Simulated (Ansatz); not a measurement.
# Nb: isotropic strain −2.50 %

Base system: Nb in the bcc (W type) structure (space group Im-3m, No. 229; a = 3.248 Å; relaxed with 0.1 eV smearing).

Modification: every lattice vector is shortened by 2.50 %, atoms relaxed at fixed cell.

All numbers come from LDA (Ansatz, an electronic-structure program, PAW, no spin-orbit coupling). Γ-centred 28×28×28 mesh, Fermi–Dirac width 0.1 eV.

The volume per atom falls by 1.25 Å³, from 17.14 Å³ to 15.89 Å³ and the shortest interatomic distance falls by 0.070 Å (2.813 Å → 2.743 Å). The energy goes up by 61 meV/atom and the pressure goes from zero to 16.6 GPa. The band gap stays zero.

Final structure:

```
CELL_PARAMETERS angstrom
     -1.58360     1.58360     1.58360
      1.58360    -1.58360     1.58360
      1.58360     1.58360    -1.58360
ATOMIC_POSITIONS crystal
  Nb 0.00000 0.00000 0.00000
```

Stability against distortions was not tested. The final runs are not spin-polarised.
